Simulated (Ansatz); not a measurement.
Data:

```yaml
crystal:
  lattice:
    - [3.80945, 0.00000, 0.00000]
    - [0.00000, 5.38737, 0.00000]
    - [1.90472, -2.69368, 1.90472]
  atoms:
    - { symbol: Zn, position: [0.00000, 0.00000, 0.00000] }
    - { symbol: S, position: [0.50000, 0.25000, 0.00000] }
```

The cell is taken as given.

Transport runs along the normal of the first two printed cell vectors, the (110) plane of the conventional cell.

The gap is the functional's own. No spin-orbit coupling. Mid-gap values are those at the computed energy nearest the middle.

Task: Estimate the band gap and the smallest decay constant κ at mid-gap that r2SCAN (Ansatz, a quantum-chemistry and plane-wave program) returns for this system.

Result: Gap 2.71 eV on a 16×16×16 mesh; κ = 0.176 1/Å, at the zone centre.
